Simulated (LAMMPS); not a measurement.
System: a free-standing liquid film of Al, 2156 atoms, at 930 K.

Computed with classical MD, pair style eam/alloy, file Al_zhou.eam.alloy (LAMMPS).

Q: Give the number density in the middle, the surface tension, the excess potential energy of the surface as this potential yields it.

A: number density in the middle: 0.0519 Å⁻³; surface tension: 0.773 ± 0.008 N/m; excess potential energy of the surface: 0.83 J/m².
